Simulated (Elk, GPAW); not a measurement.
An Elk input for a self-consistent single point of Cr3Ni (I4/mmm, 4 atoms in the cell) (DFT, PBEsol, all-electron FP-LAPW, Elk's shipped species files, APW+lo basis with extra local orbitals):

```
tasks
  0

xctype
  22

spinpol
  .true.

reducebf
  0.8

tforce
  .true.

rgkmax
  7.5

gmaxvr
  18.0

lmaxapw
  10

lmaxo
  8

nxlo
  2

lorbcnd
  .true.

lradstp
  2

nrmtscf
  2.0

lmaxi
  4

stype
  0

swidth
  0.00999582

maxscl
  100

avec
   -3.3848320810    3.3848320810    6.7452602388
    3.3848320810   -3.3848320810    6.7452602388
    3.3848320810    3.3848320810   -6.7452602388

atoms
  2
  'Cr.in'
  3
  0.5000000000  0.5000000000  0.0000000000    0.0 0.0 -0.75
  0.7500000000  0.2500000000  0.5000000000    0.0 0.0 0.0
  0.2500000000  0.7500000000  0.5000000000    0.0 0.0 0.0
  'Ni.in'
  1
  0.0000000000  0.0000000000  0.0000000000    0.0 0.0 0.0

ngridk
  7 7 7
```

Problem. Translate this input to GPAW.

Solution. This is the input that was run; spellings and numerical settings could be chosen otherwise.

```python
from ase import Atoms
from ase.units import GPa
from gpaw import GPAW, PW

atoms = Atoms(['Cr', 'Cr', 'Cr', 'Ni'],
              cell=[[-1.791176, 1.791176, 3.569438],
                    [1.791176, -1.791176, 3.569438],
                    [1.791176, 1.791176, -3.569438]],
              scaled_positions=[[0.500000, 0.500000, 0.000000],
                                [0.750000, 0.250000, 0.500000],
                                [0.250000, 0.750000, 0.500000],
                                [0.000000, 0.000000, 0.000000]],
              pbc=True)

atoms.set_initial_magnetic_moments([3.0, 0.0, 0.0, 0.0])

calc = GPAW(spinpol=True,
            mode=PW(800),
            xc='PBEsol',
            kpts=(7, 7, 7),
            occupations={'name': 'methfessel-paxton', 'width': 0.272, 'order': 0},
            nbands=-10,
            convergence={'forces': 0.001},
            symmetry={'symmorphic': False, 'tolerance': 0.0005},
            maxiter=150)

atoms.calc = calc

energy = atoms.get_potential_energy()
print('Energy (eV):', round(energy, 6))
forces = atoms.get_forces()
print('Forces (eV/Ang):')
print(forces.round(5))
stress = atoms.get_stress()
print('Stress (GPa, Voigt):', (stress / GPa).round(4))
```

Basis settings and potentials, where a program has them, do not carry over. This input uses DFT PBEsol, plane waves, GPAW PAW datasets PBEsol (made by gpaw-setup). Both were run: size of the net moment 0.07 μB/atom in Elk and 0.11 in GPAW.

On GPAW: the starting cell comes from a database of computed structures (which also holds hypothetical and non-ambient phases and stackings), without a prior relaxation at this level. Its lattice was rescaled by a random factor within 2.5 % of one. The moments shrank to a small part of their start, a low-spin state that need not be the lowest. With a pressure of about -8 GPa the cell is away from its equilibrium volume at this level.

On Elk: the starting cell comes from a database of computed structures (which also holds hypothetical and non-ambient phases and stackings), without a prior relaxation at this level. Its lattice was rescaled by a random factor within 2.5 % of one. The moments shrank to a small part of their start, a low-spin state that need not be the lowest. Values depend on the basis (sphere radii, cutoffs, local orbitals), which need not be converged.
